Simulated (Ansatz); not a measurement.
C on the 1x1 (110) surface of bcc Mo, one in a 2x2 cell, energies for each (28.3 Å²). Energies are against an atom of graphite, without zero-point or thermal terms; each row is named by its start.

Computed with PBE (plane waves to 420 eV, PAW; Ansatz, an electronic-structure program).

Task: Which site binds most strongly?
(A) top Mo
(B) bridge Mo-Mo (span 3.2 Å)
(C) bridge Mo-Mo (span 2.7 Å)

Result: B, bridge Mo-Mo (span 3.2 Å). Adsorption energies: bridge Mo-Mo (span 3.2 Å) 0.05 eV; bridge Mo-Mo (span 2.7 Å) 1.07 eV; top Mo 3.04 eV.
